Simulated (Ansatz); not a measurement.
Functionals compared on the (221) surface of germanium, H on every dangling bond (bottom of the slab: built like the top, H on every dangling bond, free), in Ansatz (plane waves, PAW). The structure was relaxed with PBE; the other rows are single points on it. Cutoff 420 eV (500 eV for r2SCAN).

Set-up: 56 atoms, 12.1 Å thick at the start with caps and adatoms (thin: gaps and levels are the slab's own); mesh 4x3x1; 0.025 eV smearing; dipole correction on; 8 atoms held, the rest relaxed; held to the start's symmetry, so lower structures may exist; no spin, no spin-orbit, no U. These notes are the PBE run's.

```csv
functional,gap of the slab on its k-mesh (eV),highest filled level below the top vacuum level (eV),rough cost of the single point
PBE,0.64,4.45,–
r2SCAN,[?],[?],very roughly 28 core-minutes
```

Complete the blanks.


- r2SCAN, gap of the slab on its k-mesh (eV): 0.90
- r2SCAN, highest filled level below the top vacuum level (eV): 4.60

Ansatz is a first-principles code.
